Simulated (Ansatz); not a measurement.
## Pressure series in LiAlH4

Take LiAlH₄ (space group I4_1/a, No. 88; a cell from a computed database, its experimental status unchecked) as the base.

```
LiAlH4
1.0
   -2.28252     2.28252     5.13847
    2.28252    -2.28252     5.13847
    2.28252     2.28252    -5.13847
Li Al H
2 2 8
Direct
  0.25000   0.75000   0.50000
  0.50000   0.50000   0.00000
  0.75000   0.25000   0.50000
  0.00000   0.00000   0.00000
  0.84097   0.91517   0.42087
  0.90903   0.33483   0.07913
  0.49431   0.42010   0.57913
  0.25569   0.82990   0.92087
  0.17010   0.09097   0.42579
  0.57990   0.15903   0.07421
  0.66517   0.74431   0.57421
  0.08483   0.50569   0.92579
```

Cell and atoms are relaxed at each pressure.

Level of theory: Ansatz (a program for electronic structure), r2SCAN, PAW, cutoff 500 eV, no spin-orbit coupling.

```json
[
 {"pressure (GPa)": "-2", "volume per atom (Å³/atom)": "9.897"},
 {"pressure (GPa)": "-1", "volume per atom (Å³/atom)": "9.336"},
 {"pressure (GPa)": "0", "volume per atom (Å³/atom)": "8.924"},
 {"pressure (GPa)": "0.9", "volume per atom (Å³/atom)": "8.626"},
 {"pressure (GPa)": "2.1", "volume per atom (Å³/atom)": "8.292"},
 {"pressure (GPa)": "4.5", "volume per atom (Å³/atom)": "7.769"},
 {"pressure (GPa)": "9", "volume per atom (Å³/atom)": "?"},
 {"pressure (GPa)": "22.5", "volume per atom (Å³/atom)": "5.981"},
 {"pressure (GPa)": "30", "volume per atom (Å³/atom)": "5.604"}
]
```

Fit the third-order Birch–Murnaghan form P(V) = (3B₀/2)[(V₀/V)^(7/3) − (V₀/V)^(5/3)]·[1 + (3/4)(B₀′ − 4)((V₀/V)^(2/3) − 1)] (squares taken in P) to the rows shown and predict the withheld row.

Least squares on the printed values gives V₀ = 8.928 Å³/atom, B₀ = 24.3 GPa, B₀′ = 4.2; this predicts 7.096 Å³/atom, and the run gives 7.093 Å³/atom, 0.003 lower.

Load acts through the strain it causes; cell and atoms are relaxed under it. Whether these cells are dynamically stable was not tested. No other phases were tried under pressure. The base started in C2/c and relaxed to I4_1/a at this level.
